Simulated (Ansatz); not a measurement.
The reference is HfS$_{2}$ in the CdI2 type structure (space group P-3m1, No. 164; layered, stacked along the Cartesian z axis).

```xyz
3
Lattice="3.6057 0.0000 0.0000 -1.8028 3.1226 0.0000 0.0000 0.0000 5.7676" Properties=species:S:1:pos:R:3 pbc="T T T"
Hf     0.0000     0.0000     0.0000
S      0.0000     2.0817     1.4564
S      1.8028     1.0409     4.3112
```

Cartesian axes are those of the cell as printed.

The values are results of PBE-D3(BJ) (Ansatz, a first-principles code), no spin-orbit coupling, not measurements.

For the base:

- Gap character = indirect, Γ → L

The change: the cell is compressed by 2.00 % along z with no lateral relaxation; the atoms relax in the strained cell.

Q: What does the calculation give for the largest internal atomic displacement and gap character after the change?

A: The largest internal atomic displacement is 0.024 Å; the gap character remains indirect, Γ → L.

With Hf present, leaving out spin-orbit coupling can change the band edges. No phonon test of stability was made.
